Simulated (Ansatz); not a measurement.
The parent structure is Ir in the fcc (Cu type) structure (space group Fm-3m, No. 225; a = 3.812 Å; relaxed with 0.1 eV smearing).

Calculations: LDA (Ansatz, a first-principles code, PAW, no SOC).

Before the change:

- Pressure = 0.0 GPa

It is then changed as follows: the cell is scaled by 0.9850 in all directions; the atoms relax in the strained cell.

Q: Estimate the effect on the pressure and energy relative to the base.

A: The pressure goes from zero to 20.5 GPa; the energy rises by 38 meV/atom.

Whether these cells are dynamically stable was not tested. All final runs are without spin polarisation.
